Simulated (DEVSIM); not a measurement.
Structure: Schottky contact on n-type GaP, at 300 K.

```tsv
layer (left to right)	material	thickness (μm)	Nd (cm⁻³)	τn (s)	τp (s)
1	GaP	1.20	3e17	6.8e-7	6.8e-7
2	GaP	6.00	9e17	6.8e-7	6.8e-7
```

Left contact: Schottky, work function 4.89 eV, emission velocity 2.8e6 cm/s. Right contact: ohmic. Voltage is applied to the left contact. Recombination: SRH at mid-gap, radiative. Mobility is μmin + (μ − μmin)/(1 + (N/Nref)^α).

Constants are typed, rounded textbook-type inputs, not results; the design itself was drawn at random and stands for no fabricated device. Values at 300 K.

```
parameter         GaP
-------------  ------
gap (eV)         2.26
affinity (eV)     3.8
permittivity     11.1
Nc (cm⁻³)      1.8e19
Nv (cm⁻³)      1.9e19
μn (cm²/Vs)       250
μp (cm²/Vs)       150
μn,min             10
μp,min             10
Nref,n         4.4e18
Nref,p           1e18
αn                0.8
αp               0.85
B (cm³/s)       1e-13
```

Simulated with DEVSIM: 1D drift-diffusion, Boltzmann statistics, complete ionisation; no tunnelling, impact ionisation, image-force lowering or self-heating. Metal contacts follow the ideal Schottky-Mott rule: no Fermi-level pinning, no interface dipoles.

Task: Tabulate band edges, carrier densities and field at -2.0 V on the left contact.

Result: Energies count from the Fermi level of the right contact; mesh points crowd at the junctions.

```csv
x (μm),Ec (eV),Ev (eV),n (cm⁻³),p (cm⁻³),field (V/cm)
0.000,3.090,0.830,< 1e2,< 1e2,-540000
0.02563,1.872,-0.388,< 1e2,< 1e2,-410000
0.07355,0.456,-1.804,3.9e11,< 1e2,-180000
0.1744,0.106,-2.154,3.0e17,< 1e2,≈ 0
0.4659,0.106,-2.154,3.0e17,< 1e2,≈ 0
0.8187,0.106,-2.154,3.0e17,< 1e2,≈ 0
1.024,0.106,-2.154,3.0e17,< 1e2,≈ 0
1.143,0.106,-2.154,3.0e17,< 1e2,≈ 0
1.185,0.104,-2.156,3.2e17,< 1e2,-2600
1.205,0.081,-2.179,7.9e17,< 1e2,-7800
1.235,0.077,-2.183,9.0e17,< 1e2,≈ 0
1.332,0.077,-2.183,9.0e17,< 1e2,≈ 0
1.486,0.077,-2.183,9.0e17,< 1e2,≈ 0
1.819,0.077,-2.183,9.0e17,< 1e2,≈ 0
2.875,0.077,-2.183,9.0e17,< 1e2,≈ 0
4.435,0.077,-2.183,9.0e17,< 1e2,≈ 0
5.879,0.077,-2.183,9.0e17,< 1e2,≈ 0
6.575,0.077,-2.183,9.0e17,< 1e2,≈ 0
6.968,0.077,-2.183,9.0e17,< 1e2,≈ 0
7.101,0.077,-2.183,9.0e17,< 1e2,≈ 0
7.162,0.077,-2.183,9.0e17,< 1e2,≈ 0
7.200,0.077,-2.183,9.0e17,< 1e2,≈ 0
```
